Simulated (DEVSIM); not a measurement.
Device: Pd/SiO2/n-Si capacitor, at 300 K.

```
layer (left to right)  material  thickness (nm)  Nd (cm⁻³)
---------------------  --------  --------------  ---------
1                          SiO2            2.60          -
2                            Si           17000     1.1e15
```

Metal gate on the left, work function 5.2 eV. Fixed charge at the semiconductor interface 1.3e11 cm⁻² (in units of +e); interface traps 9.5e11 cm⁻² eV⁻¹, uniform in energy, neutral level at 0.5 of the gap above the valence band.

This is a model device: material constants are rounded textbook-type values typed into the input, and sizes, dopings and lifetimes were drawn at random. Values at 300 K.

| parameter | SiO2 | Si |
|---|---|---|
| gap (eV) | 9 | 1.124 |
| affinity (eV) | 0.9 | 4.05 |
| permittivity | 3.9 | 11.7 |
| Nc (cm⁻³) | - | 2.86e19 |
| Nv (cm⁻³) | - | 3.1e19 |

Simulated with DEVSIM: 1D Poisson equation in equilibrium, Boltzmann statistics, complete ionisation; no quantum confinement or tunnelling. Metal contacts follow the ideal Schottky-Mott rule: no Fermi-level pinning, no interface dipoles.

Task: Give the band bending (positive: bands bend down) and minority sheet density.

Result: 
```json
[
 {"Vg (V)": "-0.4", "ψs (V)": "-0.856", "minority carriers (cm⁻²)": "2.8e12"},
 {"Vg (V)": "-0.1", "ψs (V)": "-0.798", "minority carriers (cm⁻²)": "8.6e11"},
 {"Vg (V)": "0.2", "ψs (V)": "-0.623", "minority carriers (cm⁻²)": "5.5e9"},
 {"Vg (V)": "0.5", "ψs (V)": "-0.357", "minority carriers (cm⁻²)": "< 1e8"},
 {"Vg (V)": "0.8", "ψs (V)": "-0.092", "minority carriers (cm⁻²)": "< 1e8"},
 {"Vg (V)": "1.1", "ψs (V)": "0.142", "minority carriers (cm⁻²)": "< 1e8"},
 {"Vg (V)": "1.4", "ψs (V)": "0.238", "minority carriers (cm⁻²)": "< 1e8"}
]
```
